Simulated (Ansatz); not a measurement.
The reference is CdTe in the zinc blende structure (space group F-43m, No. 216; a = 6.618 Å). Axes: x, y, z lie along the cube axes.

All numbers come from PBE, PAW, 420 eV (Ansatz, an electronic-structure program; no SOC).

The change: every lattice vector is stretched by 0.50 %; the atoms relax in the strained cell.

Question: Predict the stress tensor and what it implies for the stiffness.

Answer: Stress of the strained cell less that of the base (GPa, compression positive):
```
  -0.51    0.00    0.00
   0.00   -0.51    0.00
   0.00    0.00   -0.51
```

Then B = −ΔP/(ΔV/V₀) with ΔV/V₀ = 0.0151 gives secant stiffness values (nonlinear terms included at this strain): B ≈ 34 GPa.

Whether these cells are dynamically stable was not tested.
